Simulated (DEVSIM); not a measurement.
Device: Schottky contact on n-type Si, at 300 K.

```
layer (left to right)  material  thickness (μm)  Nd (cm⁻³)   τn (s)   τp (s)
---------------------  --------  --------------  ---------  -------  -------
1                            Si            8.60     3.2e16  0.00027  0.00027
2                            Si            35.0     2.1e18  0.00027  0.00027
```

Left contact: Schottky, work function 4.86 eV, emission velocity 1e7 cm/s. Right contact: ohmic. Voltage is applied to the left contact. Recombination: SRH at mid-gap, radiative, Auger. Mobility is μmin + (μ − μmin)/(1 + (N/Nref)^α).

The device is made up for the run: typed textbook-type constants, with dimensions and the other settings drawn at random. Values at 300 K.

```csv
parameter,Si
gap (eV),1.124
affinity (eV),4.05
permittivity,11.7
Nc (cm⁻³),2.86e19
Nv (cm⁻³),3.1e19
μn (cm²/Vs),1417
μp (cm²/Vs),470
"μn,min",52
"μp,min",45
"Nref,n",9.7e16
"Nref,p",2.2e17
αn,0.68
αp,0.72
B (cm³/s),4.7e-15
Cn (cm⁶/s),2.8e-31
Cp (cm⁶/s),9.9e-32
```

DEVSIM, 1D drift-diffusion, Boltzmann statistics, complete ionisation; no tunnelling, impact ionisation, image-force lowering or self-heating. Metal contacts follow the ideal Schottky-Mott rule: no Fermi-level pinning, no interface dipoles.

The thickness of layer 2 was swept, all else fixed.

| thickness of layer 2 (μm) | dark forward voltage at 100 A/cm² (V) |
|---|---|
| 7 | 0.499 |
| 12 | 0.499 |
| 21 | 0.501 |
| 35 | 0.503 |
| 60 | 0.507 |
| 100 | 0.514 |
| 180 | 0.527 |

From the first row to the last the dark forward voltage at 100 A/cm² goes from 0.499 to 0.527.
